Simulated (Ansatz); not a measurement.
Functionals compared on a constructed model of the (100) surface of bcc Fe, ferromagnetic, a pseudomorphic layer of Ge in the host's stacking (bottom of the slab: a bare face, its two planes held), in Ansatz (plane waves, PAW). The structure was relaxed with PBE; the other rows are single points on it. Cutoff 420 eV.

Model: 7-atom slab, 8.8 Å thick at the start (thin: gaps and levels are the slab's own), 13x13x1 mesh, Fermi-Dirac 0.1 eV, dipole correction, 2 atoms held, the rest relaxed; symmetry of the start imposed; spin-polarised, ending with about 14.2 μB a cell; orders that need a larger cell were not tried, no spin-orbit, no U. It is one candidate, not shown to be the stable structure of the face. These notes are the PBE run's.

| functional | work function of the top face (eV) | magnetic moment of the cell (μB) | rough cost of the single point |
|---|---|---|---|
| PBE | 4.71 | 14.18 | – |
| RPBE | (withheld) | 14.44 | around 2.0 core-minutes (rough) |

### Question
What belongs in the gaps?

### Answer

- RPBE, work function of the top face (eV): 4.59

Ansatz is a quantum-chemistry and plane-wave program.
